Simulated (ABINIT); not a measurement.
**Short convergence ladders for WC (P-6m2, 2 atoms in the cell)**

```xyz
2
Lattice="1.4623 -2.5327 0.0000 1.4623 2.5327 0.0000 0.0000 0.0000 2.8542" Properties=species:S:1:pos:R:3 pbc="T T T"
W      0.0000     0.0000     0.0000
C      1.4623     0.8442     1.4271
```

Base method: LDA (PW92), norm-conserving pseudopotentials (PseudoDojo nc-sr-04 LDA standard) (plane waves; ABINIT).

Base settings: pseudos = [W.upf, C.upf]; ecut = 82 Ry; occopt = 7; tsmear = 0.00367493 Ha; ngkpt = 6 6 5; nshiftk = 1; shiftk = 0 0 0; potentials = PseudoDojo nc-sr-04 LDA standard; nband = 14; kptopt = 1.

Core times come from one kind of shared machine, to one figure; runs under 30 s give none.

**Zone-centre phonons against the mesh**

In this ladder: tolvrs = default; prtwf = default; prtden = default; istwfk = *1; tolvrs1 = 1e-16; ndtset = 2; prtwf1 = 1; getwfk2 = 1; kptopt2 = 2.

Frequencies are those of the unrelaxed cell, without the LO-TO term of polar crystals.

Only quantities that move along the ladder and can be compared are tabulated.

```tsv
ngkpt	highest zone-centre frequency (cm⁻¹)	core time / last (rough)
4 4 3	534.2	0.08
5 5 5	622.6	0.2
8 8 7	582.8	0.5
10 10 9	596.2	1
```

Coarsest ngkpt that holds the highest zone-centre frequency within 10 cm⁻¹: not settled: the last two steps still differ by 13 cm⁻¹, over half the tolerance, so the ladder does not show it.

**The force threshold of a relaxation**

On WC (P3m1, 2 atoms in the cell): one atom moved by 0.15 angstrom.

In this ladder: ionmov = 2; ntime = 40.

The mesh stays at the base's, so the ladder's end is converged at best in this setting alone.

Only quantities that move along the ladder and can be compared are tabulated.

| tolmxf | free energy less the last step's (meV/atom) | largest force left (eV/Å) | relaxation steps |
|---|---|---|---|
| 0.00389 Ha/bohr | 0.63 | 0.1697 | 3 |
| 0.000972 Ha/bohr | 0.00 | 0.0023 | 4 |
| 0.000389 Ha/bohr | 0.00 | 0.0023 | 4 |
| 9.72e-05 Ha/bohr | 0.00 | 0.0023 | 4 |
| 1.94e-05 Ha/bohr | 0.00 | 0.0000 | 5 |

Coarsest tolmxf that holds the largest force left within 0.02 eV/Å of the last step, with all finer ones: 0.000972 Ha/bohr; the step before is off by 0.17 eV/Å.

Coarsest tolmxf that holds the free energy within 0.5 meV/atom of the last step, with all finer ones: 0.000972 Ha/bohr; the step before is off by 0.63 meV/atom.

On the base run: the starting cell has typed, rounded lattice constants, without a prior relaxation at this level. Its lattice was rescaled by up to half a per cent. Spin polarisation is off. In the base run, with a pressure of about -17 GPa the cell is away from its equilibrium volume at this level. Without a gap this mesh is coarse (it stands for a supercell whose shortest vector is 14 Å).
